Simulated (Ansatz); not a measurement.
## SnO2 (model structure, started from the tetragonal ZrO2 type, P4₂/nmc, No. 137, 6 atoms in the cell)

These are PBEsol (PAW; Ansatz, an electronic-structure program) values and carry that method's errors.

Numerical settings: plane-wave cutoff 500 eV, 12×12×8 k mesh (along the axes of the cell as run), Fermi–Dirac smearing 0.05 eV, scalar-relativistic PAW data made under PBE.

Cell (relaxed at this level):

```cif
data_O4Sn2
_chemical_formula_sum 'Sn2 O4'
_space_group_name_H-M_alt 'P 1'
_space_group_IT_number 1
_cell_length_a 3.55762
_cell_length_b 3.55762
_cell_length_c 5.40284
_cell_angle_alpha 90.000
_cell_angle_beta 90.000
_cell_angle_gamma 90.000
loop_
_space_group_symop_operation_xyz
  'x, y, z'
loop_
_atom_site_label
_atom_site_type_symbol
_atom_site_fract_x
_atom_site_fract_y
_atom_site_fract_z
_atom_site_occupancy
Sn1 Sn 0.00000 0.00000 0.00000 1
Sn2 Sn 0.50000 0.50000 0.50000 1
O1 O 0.00000 0.50000 0.18201 1
O2 O 0.00000 0.50000 0.68201 1
O3 O 0.50000 0.00000 0.31799 1
O4 O 0.50000 0.00000 0.81799 1
```

band gap: 0.93 eV (on the SCF k mesh)

Note: the relaxation could raise the start's symmetry but not lower it, so the cell can be a saddle point.

Spin–orbit coupling is not included.

Static lattice: no zero-point or thermal effects.

A model structure was made by putting elements into a prototype or built by hand; it is no filed structure, need not be a known phase, and can be a saddle point held by its symmetry.
